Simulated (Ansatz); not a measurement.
## Pressure series in BaTiO3

The parent structure is BaTiO$_{3}$ in the cubic perovskite structure (space group Pm-3m, No. 221).

```
BaTiO3
1.0
    4.01924     0.00000     0.00000
    0.00000     4.01924     0.00000
    0.00000     0.00000     4.01924
Ba Ti O
1 1 3
Direct
  0.00000   0.00000   0.00000
  0.50000   0.50000   0.50000
  0.50000   0.00000   0.50000
  0.00000   0.50000   0.50000
  0.50000   0.50000   0.00000
```

Cell and atoms are relaxed at each pressure.

Level of theory: PBE (Ansatz, a program for electronic structure), scalar-relativistic without spin-orbit coupling.

Two rows of this table had their results exchanged by mistake.

| pressure | volume per atom (Å³) | shortest distance (Å) | band gap |
|---|---|---|---|
| pressure −2 GPa | 13.15 | 2.018 | 1.76 eV |
| pressure −1 GPa | 13.07 | 2.014 | 1.77 eV |
| pressure 0.3 GPa | 12.96 | 2.008 | 1.79 eV |
| pressure 0.7 GPa | 12.62 | 1.990 | 1.85 eV |
| pressure 1.5 GPa | 12.87 | 2.004 | 1.80 eV |
| pressure 3 GPa | 12.76 | 1.998 | 1.82 eV |
| pressure 5 GPa | 12.93 | 2.007 | 1.79 eV |
| pressure 7.5 GPa | 12.45 | 1.982 | 1.87 eV |
| pressure 10 GPa | 12.30 | 1.974 | 1.90 eV |

### Question
Which two?

### Answer
The rows for pressure 0.7 GPa and pressure 5 GPa: the volume has to fall steadily with pressure, so 12.93 Å³ belongs to pressure 0.7 GPa and 12.62 Å³ to pressure 5 GPa.

Load acts through the strain it causes; cell and atoms are relaxed under it. No phonon test of stability was made. Competing high-pressure phases were not computed. The final runs are not spin-polarised. Many cubic perovskites are stable only at high temperature; tilts and polar distortions were not tested. This is not the structure that BaTiO3 has at room temperature and ambient pressure.
